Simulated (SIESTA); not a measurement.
Troubleshooting SIESTA: a failed run on Mo2C (Pbcn, 12 atoms in the cell). The aim is a self-consistent single point with DFT, LDA PW92, numerical atomic orbitals DZP, PseudoDojo LDA standard norm-conserving potentials (rewritten from UPF to PSML).

Input:

```
# files in the folder: C.psml Mo.psml (PseudoDojo LDA standard)
SystemName  siesta
SystemLabel siesta

NumberOfAtoms                12
NumberOfSpecies              2
%block ChemicalSpeciesLabel
  1 6 C
  2 42 Mo
%endblock ChemicalSpeciesLabel
LatticeConstant              1.0 Ang
%block LatticeVectors
     8.947853200    0.000000000    0.000000000
     0.000000000   11.385599901    0.000000000
     0.000000000    0.000000000    9.845473109
%endblock LatticeVectors
AtomicCoordinatesFormat      ScaledCartesian
%block AtomicCoordinatesAndAtomicSpecies
     0.000000000    4.269599963    2.461368277  1
     4.473926600    1.423199988    7.384104832  1
     0.000000000    7.115999938    7.384104832  1
     4.473926600    9.962399913    2.461368277  1
     2.192224034    1.423199988    0.817174268  2
     2.281702566    4.269599963    5.739910823  2
     6.666150634    4.269599963    9.028298841  2
     6.755629166    1.423199988    4.105562287  2
     6.755629166    9.962399913    9.028298841  2
     6.666150634    7.115999938    4.105562287  2
     2.281702566    7.115999938    0.817174268  2
     2.192224034    9.962399913    5.739910823  2
%endblock AtomicCoordinatesAndAtomicSpecies

XC.functional                LDA
XC.authors                   PW92
PAO.BasisSize                DZP
PAO.EnergyShift              0.01 Ry
MeshCutoff                   300 Ry
%block kgrid.MonkhorstPack
    4   0   0  0.0
    0   3   0  0.0
    0   0   3  0.0
%endblock kgrid.MonkhorstPack
OccupationFunction           MP
OccupationMPOrder            1
ElectronicTemperature        0.1 eV

MaxSCFIterations             150
SCF.Mixer.Method             Pulay
SCF.Mixer.Weight             0.1
SCF.Mixer.History            6
SCF.DM.Tolerance             1.0E-04
Diag.ParallelOverK           true
WriteForces                  true
Charge.Mulliken              end
```

Output, abridged:

```
        iscf     Eharris(eV)        E_KS(eV)     FreeEng(eV)     dDmax    Ef(eV) dHmax(eV)
   scf:    1   -14640.200035   -15451.783309   -15451.864701  1.649887 -1.227299 36.738676
   scf:    2   -15459.357590   -15785.689567   -15786.161579  1.770563 -3.048867 20.076090
   scf:    3   -15827.405044   -15834.854181   -15835.380418  0.661750 -2.923733  6.003929
   scf:    4   -15727.846574   -15809.605788   -15809.739946  1.166729 -4.582134 10.238518
   scf:    5   -15551.247006   -15753.745645   -15754.249386  0.849108 -3.975406 40.227766
   [... 141 lines left out ...]
   scf:  147   -13230.166447   -15032.824782   -15032.775453  1.609766 -3.495486 74.999832
   scf:  148   -12299.270338   -14819.168253   -14819.150178  1.645975 -3.690931 73.544628
   scf:  149   -12895.595035   -14875.414324   -14875.396555  1.602756 -3.696680 74.032741
   scf:  150   -12658.245565   -14955.438583   -14955.378788  1.603688 -3.520399 76.848736
SCF_NOT_CONV: SCF did not converge in maximum number of steps (required).
SCF_NOT_CONV: SCF did not converge in maximum number of steps (required).
Geom step, scf iteration, dDmax, dHmax:    0   150      1.603688     5.648278
Geom step, scf iteration, dDmax, dHmax:    0   150      1.603688     5.648278

ABNORMAL_TERMINATION
ABNORMAL_TERMINATION
Stopping Program from Node:    0
Stopping Program from Node:    0
```

**Question.** What caused this, and what should be changed?

**Answer.** The fault is cell lengths in the wrong unit (bohr against Å). 1 bohr is 0.529 Å, so a mix-up scales every length by 1.89 or 0.529 and the volume by 6.75 or 0.148. To fix it, give the lengths in the unit that the key or card expects. The run ended unconverged after 150 iterations.

The sound input it was made from differs as follows (other fixes are possible):
```diff
-SystemName  siesta
+SystemName  Mo2C
-LatticeConstant              1.0 Ang
+LatticeConstant              1.0 Bohr
```

With that input, the run converged in 11 iterations: free energy E − TS -15970.3469 eV; Fermi level (on the code's own zero) -3.74 eV; pressure -8.30 GPa; largest force (vector length) 0.618 eV/Å (DFT, LDA PW92, numerical atomic orbitals DZP, PseudoDojo LDA standard norm-conserving potentials (rewritten from UPF to PSML)).

On the sound input: the starting cell comes from a database of published, mostly measured structures (it also holds non-ambient and calculated ones), without a prior relaxation at this level. Spin polarisation is off. Values carry the incompleteness of an atom-centred basis. With a pressure of about -8 GPa the cell is away from its equilibrium volume at this level. Without a gap this mesh is coarse (it stands for a supercell whose shortest vector is 16 Å).
